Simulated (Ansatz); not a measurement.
Bi4Ge3O12 (I-43d, No. 220), treated with PBEsol-D3(BJ) (plane waves, PAW; Ansatz, an electronic-structure program).

Run with plane-wave cutoff 520 eV, 6×6×6 k mesh, Fermi–Dirac smearing 0.01 eV, scalar-relativistic PAW data made under PBE.

Pressure at four volumes; x = ln(V/14.742 Å³). One pressure is withheld.

| V (Å³/atom) | x | P (GPa) |
|---|---|---|
| 14.152 | -0.0408 | ? |
| 14.447 | -0.0202 | 1.34 |
| 14.742 | 0.0000 | 0.00 |
| 15.332 | 0.0392 | -2.22 |

Task: Pass a parabola P(x) through the three rows shown, estimate the bulk modulus and its pressure derivative near zero pressure, and predict the withheld pressure.

Result: Slopes between the rows: (0.00 − (1.34))/(0.0000 − (-0.0202)) = -66.34 and (-2.22 − (0.00))/(0.0392 − (0.0000)) = -56.63 GPa. Their difference over the span 0.0594 is c = 9.71/0.0594 = 163.5 GPa, so P(x) = 1.34 + (-66.34)(x − (-0.0202)) + 163.5 (x − (-0.0202))(x − (0.0000)). At the middle row B = −dP/dx = −[-66.34 + 163.5 × 0.0202] = 63.0 GPa, and B′ = dB/dP = 2c/B = 5.2. At x = -0.0408 the parabola gives 2.84 GPa; the run gives 2.80 GPa. The Birch–Murnaghan fit to the energies at all volumes has B0 = 62.4 GPa and B′ = 4.8.

Spin–orbit coupling is not included; it can shift volumes and moduli of such heavy elements.
